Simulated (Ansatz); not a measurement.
Start from Nb in the bcc (W type) structure (space group Im-3m, No. 229; a = 3.273 Å; relaxed with 0.1 eV smearing). Axes: x, y, z lie along the cube axes.

The values are results of PBEsol (Ansatz, a quantum-chemistry and plane-wave program, PAW, scalar-relativistic without spin-orbit coupling), earlier PAW set, not measurements.

A first run, uniaxial strain ε_yy = −1.13 %, gives secant values C11 ≈ 270 GPa and C12 ≈ 150 GPa from its stress. A second run applies isotropic strain +1.62 %.

Task: What does linear elasticity predict for the bulk modulus −ΔP/(ΔV/V₀) in the second run, and what does the run give?

Result: Linear elasticity: (C11 + 2 C12)/3 = 190 GPa. The run gives 160 GPa; any difference comes from nonlinear terms at these strains and numerical noise.

Whether these cells are dynamically stable was not tested. The final runs are not spin-polarised.
